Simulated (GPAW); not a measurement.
GPAW run on LiF (Fm-3m, 2 atoms in the cell): self-consistent single point.

Computed with PBE, GPAW PAW datasets PBE (gpaw-data 1.0.1) (plane waves; GPAW 25.7.0).

The change in words: lattice scaled by 0.98. Reference geometry:
```xyz
2
Lattice="0.0000 2.0180 2.0180 2.0180 0.0000 2.0180 2.0180 2.0180 0.0000" Properties=species:S:1:pos:R:3 pbc="T T T"
Li     0.0000     0.0000     0.0000
F      2.0180     2.0180     2.0180
```

Reference input (self-consistent single point, DFT PBE, plane waves, GPAW PAW datasets PBE (gpaw-data 1.0.1)): mode = pw; ecut = 950 eV; xc = PBE; kpts = 9 9 9; mesh shift (steps) = 0 0 0; occupations.name = fixed-uniform; nbands = -4; convergence.density = 1e-05 e/electron; convergence.bands = -2; symmetry.symmorphic = false; symmetry.tolerance = 0.0005; maxiter = 120. This run's input differs from it in these lines:

```diff
@@ -5,5 +5,5 @@
 atoms = Atoms(['Li', 'F'],
-              cell=[[0.000000, 2.018031, 2.018031],
-                    [2.018031, 0.000000, 2.018031],
-                    [2.018031, 2.018031, 0.000000]],
+              cell=[[0.000000, 1.977670, 1.977670],
+                    [1.977670, 0.000000, 1.977670],
+                    [1.977670, 1.977670, 0.000000]],
               scaled_positions=[[0.000000, 0.000000, 0.000000],
```

Output (repeated stretches shortened):

```
     iter     time        total  log10-change:
                         energy   eigst   dens
iter:   1 --:--:--    -9.771339   +1.13
iter:   2 --:--:--    -9.715306   +0.38  -1.14
iter:   3 --:--:--    -9.552588   -0.09  -1.18
iter:   4 --:--:--    -9.572318   -0.64  -1.39
iter:   5 --:--:--    -9.561553   -1.54  -1.70
iter:   6 --:--:--    -9.561727   -2.23  -2.74
iter:   7 --:--:--    -9.561772c  -3.25  -2.55
iter:   8 --:--:--    -9.561365c  -3.25  -2.68
iter:   9 --:--:--    -9.561365c  -4.70  -3.96
iter:  10 --:--:--    -9.561365c  -5.39  -4.05
iter:  11 --:--:--    -9.561365c  -6.02  -4.09
   [... 7 lines left out ...]
   [... lines left out ...]
iter:  21 --:--:--    -9.561365c  -2.51  -4.75
iter:  22 --:--:--    -9.561365c  -2.86  -4.98
iter:  23 --:--:--    -9.561365c  -3.42  -5.33c
iter:  24 --:--:--    -9.561365c  -4.13  -5.32c
iter:  25 --:--:--    -9.561365c  -4.75  -5.14c
iter:  26 --:--:--    -9.561365c  -5.35  -5.46c
iter:  27 --:--:--    -9.561365c  -5.70  -5.51c
   [... 10 lines left out ...]
iter:  38 --:--:--    -9.561365c  -5.12  -6.61c
iter:  39 --:--:--    -9.561365c  -1.87  -6.69c
iter:  40 --:--:--    -9.561365c  -3.81  -6.77c
iter:  41 --:--:--    -9.561365c  -5.71  -6.79c
iter:  42 --:--:--    -9.561365c  -7.48c -7.13c
Converged after 42 iterations.

Dipole moment: (0.000000, 0.000000, 0.000000) |e|*Ang

Energy contributions relative to reference atoms: (reference = -2916.868605)

Kinetic:        +12.757680
Potential:      -12.008435
External:        +0.000000
XC:             -10.328337
Entropy (-ST):   +0.000000
Local:           +0.017727
SIC:             +0.000000
--------------------------
Free energy:     -9.561365
Extrapolated:    -9.561365

Showing only first 2 kpts
 Kpt  Band  Eigenvalues  Occupancy
  0     2     -0.31213    2.00000
  0     3     -0.31213    2.00000
  0     4      9.26399    0.00000
  0     5     24.65172    0.00000

  1     2     -0.44464    2.00000
  1     3     -0.44464    2.00000
  1     4      9.77254    0.00000
  1     5     22.41544    0.00000

Fermi level: 4.47593

Gap: 9.576 eV
Transition (v -> c):
  (s=0, k=0, n=3, [0.00, 0.00, 0.00]) -> (s=0, k=0, n=4, [0.00, 0.00, 0.00])
No difference between direct/indirect transitions
Energy (eV): -9.561365

Forces in eV/Ang:
  0 Li    0.00000    0.00000    0.00000
  1 F     0.00000    0.00000    0.00000

Stress tensor:
    -0.046038     0.000000     0.000000
     0.000000    -0.046038    -0.000000
     0.000000    -0.000000    -0.046038
Stress (GPa, Voigt): [-7.3761 -7.3761 -7.3761 -0.      0.      0.    ]
```

The run converged in 42 iterations. GPAW prints stress with tension positive. Against the reference run the free energy goes up by 18.6 meV/atom and the gap on the mesh goes from 9.021 to 9.576 eV.

At such cutoffs GPAW's stress carries a finite-basis (Pulay) error, which enters relaxed cells too; its log prints stress with tension positive.

The starting cell comes from a database of computed structures (which also holds hypothetical and non-ambient phases and stackings), without a prior relaxation at this level. Its lattice was rescaled by a random factor within 2.5 % of one. For this run, on top of that: lattice scaled by 0.98.
